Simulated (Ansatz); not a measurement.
LiB (Imma, No. 74, 4 atoms in the cell; start mp-1205309), treated with LDA (PAW; Ansatz, a quantum-chemistry and plane-wave program).

Settings: plane-wave cutoff 520 eV, 20×20×20 k mesh, Fermi–Dirac smearing 0.05 eV, scalar-relativistic PAW data made under PBE.

Cell (relaxed at this level):

```xyz
4
Lattice="-1.5216 3.0025 2.7604 1.5216 -3.0025 2.7604 1.5216 3.0025 -2.7604" Properties=species:S:1:pos:R:3 pbc="T T T"
Li     0.0000     0.0000     2.7604
Li     1.5216     0.0000     0.0000
B      1.5216     1.5012     1.5406
B      0.0000     1.5012     1.2198
```

Q: Estimate the bulk modulus that the calculation returns.

A: 
* **bulk modulus**: 36.8 GPa

The run finds no gap.

Note: the bulk modulus is −V dP/dV from two relaxed cells at ±2 % in volume; the relaxation could not lower the start's symmetry, so the cell can be a saddle point above a distorted one.

Computed values are for the static lattice.

Cost on a shared machine: about 4 core-minutes (a rough figure).

A start named mp-… is a Materials Project structure, which need not be a measured phase.
